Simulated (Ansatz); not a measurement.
The parent structure is WTe2 (space group Fm-3m, No. 225; a = 6.569 Å; a hypothetical phase, not in the database extracts checked).

The change: I takes the place of Te on all its sites, then cell and atoms are relaxed.

Levels (all Ansatz, a program for electronic structure, PAW, earlier PAW set): PBEsol (420 eV, spin-orbit coupling left out); HSE06+SOC (420 eV, with spin-orbit coupling).

The geometry is relaxed with PBEsol.

| Quantity | Result |
|---|---|
| PBEsol band gap | 0.57 eV |

Problem. Predict the band gap from HSE06+SOC.

Solution. The band gap rises by 1.11 eV, from 0.57 eV to 1.68 eV.

Single points use the geometry relaxed with PBEsol. HSE06 was sampled on its mesh, a few special points and the semilocal edge points, so its gap is an upper bound. The spin-orbit shifts are approximate. With I and W present, leaving out spin-orbit coupling can change the band edges. Stability against distortions was not tested. As relaxed here, WI2 is a hypothetical phase, not in the database extracts checked. The runs without spin-orbit coupling are not spin-polarised. WTe2 has a high density of states at the Fermi level and may be magnetic at this level.
